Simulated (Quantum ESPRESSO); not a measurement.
Troubleshooting Quantum ESPRESSO: a failed run on Cs3ScCl6 (Fm-3m, 10 atoms in the cell). The aim is a self-consistent single point with DFT, LDA (PW92), plane waves, PseudoDojo standard norm-conserving (LDA) pseudopotentials.

Input:

```fortran
&CONTROL
   calculation = 'scf'
   prefix = 'pwscf'
   outdir = './out'
   pseudo_dir = './'
   tprnfor = .true.
   tstress = .true.
/
&SYSTEM
   ibrav = 2
   celldm(1) = 21.854399172
   nat = 10
   ntyp = 3
   ecutwfc = 80
   occupations = 'fixed'
   nbnd = 48
   input_dft = 'scan'
/
&ELECTRONS
   conv_thr = 1.0d-9
   mixing_beta = 0.3
/
ATOMIC_SPECIES
Cs   132.9055  Cs.upf
Sc    44.9559  Sc.upf
Cl    35.4500  Cl.upf
ATOMIC_POSITIONS {crystal}
Cs    0.750000000    0.750000000    0.750000000
Cs    0.250000000    0.250000000    0.250000000
Cs    0.500000000    0.500000000    0.500000000
Sc    0.000000000    0.000000000    0.000000000
Cl    0.783500000    0.216500000    0.216500000
Cl    0.216500000    0.783500000    0.783500000
Cl    0.216500000    0.783500000    0.216500000
Cl    0.783500000    0.216500000    0.783500000
Cl    0.216500000    0.216500000    0.783500000
Cl    0.783500000    0.783500000    0.216500000
K_POINTS {automatic}
2 2 2  0 0 0
```

Log, with long lists cut:

```
 %%%%%%%%%%%%%%%%%%%%%%%%%%%%%%%%%%%%%%%%%%%%%%%%%%%%%%%%%%%%%%%%%%%%%%%%%%%%%%
     Error in routine set_dft_from_name (2):
     libxc needed for this functional
 %%%%%%%%%%%%%%%%%%%%%%%%%%%%%%%%%%%%%%%%%%%%%%%%%%%%%%%%%%%%%%%%%%%%%%%%%%%%%%

     stopping ...
```

Problem. Read the log: what does the program object to, and what is the fix?

Solution. The fault is a functional that needs a library missing from this build. The functional is available through Libxc alone, and this build has none. To fix it, use a built-in functional, or a build with Libxc. The program stopped before any SCF iteration.

The sound input it was made from differs as follows (other fixes are possible):
```diff
-   input_dft = 'scan'
```

With that input, the run converged in 12 iterations: free energy E − TS -5927.3386 eV; top of the valence band (on the code's own zero) 0.89 eV; gap on the k-point mesh 3.93 eV; pressure -2.35 GPa; largest force (vector length) 0.250 eV/Å (DFT, LDA (PW92), plane waves, PseudoDojo standard norm-conserving (LDA) pseudopotentials).

On the sound input: the starting cell comes from a database of computed structures (which also holds hypothetical and non-ambient phases and stackings), without a prior relaxation at this level.
